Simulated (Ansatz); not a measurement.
**Ge: response to strain**

The parent structure is Ge in the diamond structure (space group Fd-3m, No. 227; a = 5.6762 Å). Axes: x, y, z lie along the cube axes.

Strains are applied to the cell and any free atomic positions relax; under biaxial strain the out-of-plane vector relaxes too.

Levels (all Ansatz, a first-principles code, PAW): PBEsol (420 eV, no SOC); r2SCAN (500 eV, no spin-orbit coupling).

Band gaps by level, all at the geometries relaxed with PBEsol:

```json
[
 {"case": "base", "PBEsol": "zero", "r2SCAN": "0.35 eV"},
 {"case": "biaxial strain −0.55 %, plane normal [111], relaxed out of plane", "PBEsol": "zero", "r2SCAN": "0.41 eV"},
 {"case": "biaxial strain +2.21 %, plane normal [111], relaxed out of plane", "PBEsol": "zero", "r2SCAN": "zero"},
 {"case": "isotropic strain −4.81 %", "PBEsol": "0.26 eV", "r2SCAN": "0.57 eV"},
 {"case": "uniaxial strain ε_xx = +1.88 %", "PBEsol": "zero", "r2SCAN": "0.11 eV"},
 {"case": "uniaxial strain ε_xx = +4.94 %", "PBEsol": "zero", "r2SCAN": "zero"}
]
```

Single points use the geometry relaxed with PBEsol. No phonon test of stability was made. A zero or small gap of Ge can be the functional's error rather than a property of the material.
